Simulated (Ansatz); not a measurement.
Base system: CsSnI3 in the cubic perovskite structure (space group Pm-3m, No. 221; a = 6.224 Å).

Method: Kohn–Sham DFT with the r2SCAN functional, run in Ansatz (a quantum-chemistry and plane-wave program) with PAW and 500 eV plane waves, spin-orbit coupling left out.

Base values:

The band gap is 0.46 eV.

One thing is altered: a negative pressure, −1 GPa.

### Question
What happens to the band gap?

### Answer
The band gap rises by 0.30 eV (0.46 eV → 0.76 eV).

Spin-orbit coupling, missing from the scalar runs, can matter with I. Load acts through the strain it causes; cell and atoms are relaxed under it. No phonon test of stability was made. Many cubic perovskites are stable only at high temperature; tilts and polar distortions were not tested.
